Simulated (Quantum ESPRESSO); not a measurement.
# Refining one setting for a (101) slab of Hf (cut from a parent of space group no. 194; 8 atoms in the cell)

```xyz
8
Lattice="3.1605 0.0000 0.0000 1.5802 5.6954 0.0000 0.0000 0.0000 23.6776" Properties=species:S:1:pos:R:3 pbc="T T T"
Hf     1.5802     1.4894     8.4041
Hf     1.5802     4.5563     8.0000
Hf     3.1605     0.1740    10.8286
Hf     3.1605     3.2409    10.4245
Hf     3.1605     4.5541    13.2531
Hf     1.5802     1.9256    12.8490
Hf     1.5802     3.2387    15.6776
Hf     3.1605     0.6103    15.2735
```

Computed with PBEsol, PseudoDojo standard norm-conserving (PBESOL) pseudopotentials (plane waves; Quantum ESPRESSO 7.5).

The starting cell comes from a database of computed structures (which also holds hypothetical and non-ambient phases and stackings), without a prior relaxation at this level. The slab is cut from that crystal, and its faces are unrelaxed. Its lattice was rescaled in the plane by a random factor within 2.5 % of one.

Held fixed: occupations = smearing; smearing = marzari-vanderbilt; degauss = 0.0073499 Ry; mixing_mode = local-TF; potentials = {Hf: Hf.upf}; K_POINTS = automatic 9 9 1 0 0 0; conv_thr = 1e-10 Ry; mixing_beta = 0.5.

ΔF is the free energy per atom less that of the last row (60 Ry).

The series runs over ecutwfc = 24 Ry; 30 Ry; 36 Ry; 42 Ry; 48 Ry; 54 Ry; 60 Ry.

Problem. From which setting on does the energy stay within 5 meV/atom of the last one?

Solution. From ecutwfc = 54 Ry on; the one before it is off by 12 meV/atom. Only the last setting checks this, so the series should go further.

Problem. From which setting on does the largest force stay within 0.01 eV/Å of the last one?

Solution. From ecutwfc = 30 Ry on; the one before it is off by 0.024 eV/Å. The value it settles on is 0.597 eV/Å at this level of theory and with the other settings as held.

```
ecutwfc  ΔF (meV/atom)  largest force (eV/Å)  plane waves  iterations
-------  -------------  --------------------  -----------  ----------
24 Ry           2577.2                 0.573         5745          20
30 Ry           1028.3                 0.595         8006          20
36 Ry            321.4                 0.594        10569          21
42 Ry             75.6                 0.600        13274          23
48 Ry             11.5                 0.597        16227          23
54 Ry             0.82                 0.597        19325          24
60 Ry             0.00                 0.597        22646          21
```
